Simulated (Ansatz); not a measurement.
Cubic perovskite CsCaF₃ was calculated with LDA (PAW; Ansatz, an electronic-structure program).

Numerical settings: plane-wave cutoff 520 eV, 8×8×8 k mesh, Fermi–Dirac smearing 0.01 eV, scalar-relativistic PAW data made under PBE.

A third-order Birch–Murnaghan fit to the energies gives V0 = 17.123 Å³/atom, B0 = 64.6 GPa, B′ = 4.8.

```tsv
V (Å³/atom)	P (GPa)
16.082	?
16.424	2.98
16.766	?
17.108	0.05
17.451	?
17.793	-2.26
18.135	-3.23
```

Estimate the withheld pressures from this fit; the answers are the runs' own values.


- 16.082, P (GPa): 4.71
- 16.766, P (GPa): 1.43
- 17.451, P (GPa): -1.17

The formula P = (3/2) B0 (x^(7/3) − x^(5/3)) [1 + (3/4)(B′ − 4)(x^(2/3) − 1)] with x = V0/V meets the computed pressures within 0.01 GPa when these rounded values are put in.

Measured, for comparison: bulk modulus 50.9 GPa (room temperature, no zero-point or thermal correction; as tabulated in Vaitheeswaran et al. (2016), arXiv:1609.00541). Computed (rounded) less measured: bulk modulus +27 %.

Note: the relaxation could not lower the start's symmetry, so the cell can be a saddle point above a distorted one.

Spin–orbit coupling is not included.

Static lattice: no zero-point or thermal effects.
